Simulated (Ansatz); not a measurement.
# CdSiP₂ in the chalcopyrite structure (space group I-42d, No. 122)

```
CELL_PARAMETERS angstrom
     -2.82216     2.82216     5.25016
      2.82216    -2.82216     5.25016
      2.82216     2.82216    -5.25016
ATOMIC_POSITIONS crystal
  Cd 0.75000 0.25000 0.50000
  Cd 0.00000 0.00000 0.00000
  Si 0.25000 0.75000 0.50000
  Si 0.50000 0.50000 0.00000
  P  0.16769 0.12500 0.54269
  P  0.58231 0.62500 0.45731
  P  0.37500 0.83231 0.95731
  P  0.87500 0.41769 0.04269
```

Method: Ansatz (an electronic-structure program) PBEsol, without spin-orbit coupling, earlier PAW set. Settings: 8×8×8 k-points, 0.05 eV Fermi–Dirac smearing.

```yaml
volume_per_atom: 20.91 Å³
density: 4.02 g/cm³
band_gap: 1.24 eV, direct at Γ
electron_mass: 0.71 mₑ along c, 0.27 mₑ across
hole_mass: 0.14 mₑ along c, 0.42 mₑ across
total_energy: -2571.636 eV/atom (σ→0; compares only within this code and set-up)
```

Masses are band curvatures over ±0.01 Å⁻¹ around the edge. No phonon test of stability was made.
